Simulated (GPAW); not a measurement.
Input and output of a self-consistent single point for a defect of Mo (1 atoms in the cell) (GPAW).

Computed with LDA (Perdew-Wang 92), GPAW PAW datasets LDA (gpaw-data 1.0.1) (plane waves; GPAW).

The change in words: 2 x 1 x 1 supercell, one Mo atom taken out, nothing relaxed; kpts: 13 13 13 → 7 13 13. Reference geometry:
```xyz
1
Lattice="-1.5671 1.5671 1.5671 1.5671 -1.5671 1.5671 1.5671 1.5671 -1.5671" Properties=species:S:1:pos:R:3 pbc="T T T"
Mo     0.0000     0.0000     0.0000
```

Reference input (self-consistent single point, DFT LDA (Perdew-Wang 92), plane waves, GPAW PAW datasets LDA (gpaw-data 1.0.1)): mode = pw; ecut = 550 eV; xc = LDA; kpts = 13 13 13; mesh shift (steps) = 0 0 0; occupations.name = fermi-dirac; occupations.width = 0.1 eV; nbands = -5; convergence.forces = 0.001 eV/Å; symmetry.symmorphic = false; symmetry.tolerance = 0.0005; maxiter = 100. This run's input differs from it in these lines:

```diff
@@ -5,6 +5,6 @@
 atoms = Atoms(['Mo'],
-              cell=[[-1.567125, 1.567125, 1.567125],
+              cell=[[-3.134250, 3.134250, 3.134250],
                     [1.567125, -1.567125, 1.567125],
                     [1.567125, 1.567125, -1.567125]],
-              scaled_positions=[[0.000000, 0.000000, 0.000000]],
+              scaled_positions=[[0.500000, 0.000000, 0.000000]],
               pbc=True)
@@ -13,3 +13,3 @@
             xc='LDA',
-            kpts=(13, 13, 13),
+            kpts=(7, 13, 13),
             occupations={'name': 'fermi-dirac', 'width': 0.1},
```

The program printed (abridged):

```
     iter     time        total  log10-change:
                         energy   eigst   dens  force
iter:   1 --:--:--   -10.313152
iter:   2 --:--:--   -10.183868   -0.57  -1.09
iter:   3 --:--:--    -9.520827   -0.52  -1.13
iter:   4 --:--:--    -9.531143   -1.63  -1.76
iter:   5 --:--:--    -9.489816   -2.13  -1.82
iter:   6 --:--:--    -9.511890   -2.30  -2.08
iter:   7 --:--:--    -9.491216   -2.79  -1.98
iter:   8 --:--:--    -9.488746   -3.14  -2.43
iter:   9 --:--:--    -9.488767c  -4.15  -3.14
iter:  10 --:--:--    -9.488762c  -5.11  -3.31
iter:  11 --:--:--    -9.488767c  -5.31  -3.45
iter:  12 --:--:--    -9.488781c  -5.75  -4.04c
iter:  13 --:--:--    -9.488759c  -6.03  -3.93
iter:  14 --:--:--    -9.488762c  -7.56c -4.30c
iter:  15 --:--:--    -9.488771c  -6.79  -4.46c
iter:  16 --:--:--    -9.488768c  -7.84c -4.40c  -infc
Converged after 16 iterations.

Dipole moment: (-0.000000, 0.000000, -0.000000) |e|*Ang

Energy contributions relative to reference atoms: (reference = -110019.813038)

Kinetic:        -26.181085
Potential:      +19.348203
External:        +0.000000
XC:              -2.375223
Entropy (-ST):   -0.076167
Local:           -0.242580
SIC:             +0.000000
--------------------------
Free energy:     -9.526852
Extrapolated:    -9.488768

Showing only first 2 kpts
 Kpt  Band  Eigenvalues  Occupancy
  0     5      2.33012    2.00000
  0     6      2.47123    2.00000
  0     7      6.09124    0.00000
  0     8      6.34924    0.00000

  1     5      2.46556    2.00000
  1     6      2.72554    2.00000
  1     7      5.69852    0.00002
  1     8      6.05338    0.00000

Fermi level: 4.51939

No gap
No difference between direct/indirect transitions
Energy (eV): -9.488768

Forces in eV/Ang:
  0 Mo    0.00000    0.00000    0.00000

Stress tensor:
     0.175336    -0.000110    -0.000110
    -0.000110     0.124478    -0.061691
    -0.000110    -0.061691     0.124478
Stress (GPa, Voigt): [ 2.80918e+01  1.99435e+01  1.99435e+01 -9.88400e+00 -1.77000e-02
 -1.77000e-02]
```

The run converged in 16 iterations. GPAW prints stress with tension positive. Against the reference run the free energy rises by 3.01 eV/atom.

The starting cell has typed, rounded lattice constants, without a prior relaxation at this level. Its lattice was rescaled by up to half a per cent. Spin polarisation is off.

Cost on one core of a shared machine: roughly 60 s.
